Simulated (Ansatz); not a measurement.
Bond-angle distributions (per cent of the angles at each element, bins of 10°) of a relaxed model of amorphous silicon oxynitride (Si30N38O3) at 2.93 g/cm³. The numbers are results of PBE, scalar-relativistic without spin-orbit coupling (plane waves to 420 eV, PAW; Ansatz, an electronic-structure program), not measurements.

It comes from a melt-quench run on a machine-learned potential (CHGNet), relaxed afterwards by DFT. O and N atoms were pushed apart under 1.9 Å during the dynamics, to hinder bonds among them. The hot cell started wider than the set density and was brought back towards it in steps. It is the lowest in DFT energy of 2 quenches. It is a model cell: composition and starting density were chosen by hand, and all elements were melted together. No dispersion term was used. Its density started from a set value of 2.93 and ended at 2.93 g/cm³. The simulated quench (nominally 300 K/ps over its main leg) is rapid and tends to freeze in more defects than a deposited or slowly cooled glass has. A cell of this size samples the disorder only roughly. The volume was held where the preparation left it and the shape relaxed, at a PBE pressure of 1.9 GPa. Stress components on the final sampling reach 2.0 GPa.

Cut-offs for bonds: Si-Si 2.60 Å, Si-N 2.10 Å, Si-O 2.12 Å, N-N 1.70 Å, N-O 1.64 Å, O-O 1.58 Å. Two cations that share two anions don't count as bonded, nor two that share one unless they lie closer than Si-Si 2.38 Å.

```csv
angle (°),at Si,at N
50-60,0,0
60-70,0,0
70-80,0,0
80-90,5,7
90-100,12,6
100-110,40,17
110-120,24,30
120-130,14,19
130-140,3,12
140-150,1,5
150-160,1,2
160-170,0,1
170-180,0,0
```

They go with these counts of neighbours within the cut-offs, cation contacts included: Si mean 4.0, most often 4; N mean 3.0, most often 3.
